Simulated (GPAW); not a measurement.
## Equation of state of rock-salt MgS (space group 225): energy against volume (GPAW, LDA)

```
CELL_PARAMETERS angstrom
      0.00000     2.49888     2.49888
      2.49888     0.00000     2.49888
      2.49888     2.49888     0.00000
ATOMIC_POSITIONS crystal
  Mg 0.00000 0.00000 0.00000
  S  0.50000 0.50000 0.50000
```

Computed with LDA (Perdew-Wang 92), GPAW PAW datasets LDA (gpaw-data 1.0.1) (plane waves; GPAW 25.7.0). Settings: mode = pw; ecut = 780 eV; xc = LDA; kpts = 11 11 11; mesh shift (steps) = 0 0 0; occupations.name = fermi-dirac; occupations.width = 0.01 eV; nbands = -8; convergence.forces = 0.001 eV/Å; convergence.bands = -6; symmetry.symmorphic = false; symmetry.tolerance = 0.0005; maxiter = 150. The cell above is the first row's. The rows scale it uniformly. In all rows fractional positions and the k mesh are held. E is the free energy at the stated smearing, counted from the lowest row.

| V (Å^3/atom) | E (meV/atom) |
|---|---|
| 15.604 | 28.63 |
| 15.943 | 14.85 |
| 16.282 | 5.79 |
| 16.622 | 0.97 |
| 16.961 | 0.00 |
| 17.300 | 2.48 |
| 17.639 | 8.10 |
| 17.978 | 16.53 |
| 18.318 | ? |

Question: Using the third-order Birch-Murnaghan form, a cubic in V^(-2/3), estimate the missing E at V = 18.318 from the other rows, showing the fit.

Answer: With u = V^(-2/3) - 0.153, the rows have u = 0.007144, 0.004865, 0.002666, 0.000536, -0.001516, -0.003502, -0.005423, -0.007285. Least squares gives E = 0.367 + 892.07·u + 427966·u² + 129488·u³. Residuals (row less fit): 0.001, -0.001, 0.000, 0.002, 0.002, -0.006, 0.005, -0.001; standard error 0.004 (degrees of freedom: 4). Its minimum lies at u = -0.001043, so V0 = (0.151957)^(-3/2) = 16.88. There d²E/du² = 855100 and d³E/du³ = 776900, so B0 = (4/9) × 16.88^(-7/3) × 855100 × 0.160218 = 83.3 GPa (the last factor turns the table's units into GPa), and B0' = 4 + (2/3) × 0.151957 × (776900)/855100 = 4.1. The program's pressures in the fitted runs (not shown) pass through zero at V = 16.87, 0.05 % from this V0. At the withheld row, u = -0.009093, so E = 0.367 + 892.07 × (-0.009093) + 427966 × (-0.009093)² + 129488 × (-0.009093)³ = 27.543 meV/atom. The calculation gives 27.52 meV/atom, 0.023 meV/atom below the prediction (0.1 % of the range of E in the table). The row lies outside the fitted rows, so this is an extrapolation. From the scatter of the fitted rows alone, a prediction at this place has a standard error of 0.011 meV/atom, so the miss is 2.2 times that.

Carrying the step between the two nearest rows on in a straight line would have given 24.98, off by 2.54; series whose last step already gives the withheld value aren't shown. The scan was laid around a cell of about the measured size, scaled by a guess for this functional. The runs keep the symmetry of the cell, so they don't test it for distortions. Cutoffs and mesh are single choices, not tested for convergence of this quantity. Series with a scatter that would blur these digits, or in which a gap closes, are not shown. Nor are scans whose minimum lies at an end fitted in this form.
